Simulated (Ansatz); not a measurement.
End structure of F on the 1x1 (111) surface of fcc Cu, one in a 2x2 cell, started at the site 'hollow Cu-Cu-Cu over Cu at depth 2.1 Å':

```xyz
17
Lattice="5.1336 0.0000 0.0000 -2.5668 4.4458 0.0000 0.0000 0.0000 25.5000" Properties=species:S:1:pos:R:3 pbc="T T T"
Cu     0.0000     1.4819     9.6433
Cu    -1.2834     3.7049     9.6433
Cu     2.5668     1.4819     9.6433
Cu     1.2834     3.7049     9.6433
Cu     1.2834     0.7410    11.7147
Cu     0.0000     2.9639    11.7147
Cu     3.8502     0.7410    11.7147
Cu     2.5668     2.9639    11.7147
Cu     0.0000     0.0000    13.7839
Cu    -1.2747     2.2279    13.8013
Cu     2.5668    -0.0100    13.8013
Cu     1.2747     2.2279    13.8013
Cu     0.0000     1.5080    15.8791
Cu    -1.2609     3.6918    15.8791
Cu     2.5668     1.4819    15.7932
Cu     1.2609     3.6918    15.8791
F      0.0000     0.0000    17.3480
```

Set-up: 17 atoms, 6.2 Å thick at the start under the adsorbate (thin: gaps and levels are the slab's own); mesh 9x9x1; 0.1 eV smearing; dipole correction on; 8 atoms held, the rest relaxed; start symmetry kept, larger cells not searched; no spin, no spin-orbit, no U, no dispersion correction. At the end it is bonded to 3 Cu. In PBE it is, or lies within 0.03 eV of, the lowest of the starts that converged.

A negative adsorption energy means that the adsorbate is more stable on the surface than in its reference.

Question: Predict the change of the work function from Ansatz (a quantum-chemistry and plane-wave program) with PBE.

Answer: 1.01 eV

Question: Predict the work function of the top face from PBE.

Answer: 5.79 eV

Question: Predict the change of the step from the bottom to the top vacuum level, against the clean slab from PBE.

Answer: 0.99 eV

Question: What is the computed adsorption energy against ½ F2(g) (PBE)?

Answer: -2.69 eV
